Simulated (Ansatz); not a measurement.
PBE against r2SCAN: hypothetical fluorite ZrS2, 4 layers

The parent structure is ZrS2 in the fluorite structure (space group Fm-3m, No. 225; a = 6.263 Å; a hypothetical phase, not in the database extracts checked). Axes: x, y, z lie along the cube axes.

(Cell as relaxed with PBE.)

Levels (all Ansatz, a program for electronic structure, PAW, earlier PAW set): PBE (420 eV, scalar-relativistic without spin-orbit coupling); r2SCAN (500 eV, no SOC).

Each level relaxes its own structure.

```
base                      PBE    r2SCAN
-------------------  --------  --------
volume per atom      20.48 Å³  20.41 Å³
lattice parameter a  626.3 pm  625.7 pm
band gap                 zero   0.13 eV
```

The change: a free-standing slab of 4 layers (12 atoms, 3 a layer) is cut normal to [111], with 15 Å of vacuum and the in-plane cell held at bulk.

```tsv
quantity	PBE	r2SCAN
excess energy per area of both faces (slab less bulk energy over the cell's area: twice a surface energy) (uncertain by up to 0.1 J/m²)	0.4 J/m²	___
band gap	0.62 eV	___
gap character	indirect, M → Γ	___
shortest interatomic distance	257.3 pm	___
```

Question: Predict the r2SCAN column.

Answer: 
- excess energy per area of both faces (slab less bulk energy over the cell's area: twice a surface energy) (uncertain by up to 0.1 J/m²), r2SCAN: 0.6 J/m²
- band gap, r2SCAN: 0.89 eV
- gap character, r2SCAN: indirect, M → Γ
- shortest interatomic distance, r2SCAN: 257.6 pm

PBE's excess energy per area of both faces lies 0.14 J/m² below r2SCAN's; PBE's band gap lies 0.27 eV below r2SCAN's; PBE's shortest interatomic distance lies 0.3 pm below r2SCAN's (0.1 %); the two agree on the gap character. Neither level is exact; r2SCAN is the comparison here, not a measurement.

Slab and bulk use different k-meshes, which limits the precision of the excess energy. Whether these cells are dynamically stable was not tested. The final runs are not spin-polarised. The zero or small gap of ZrS2 can change with the level of theory. k-point labels follow each cell's own Brillouin zone.
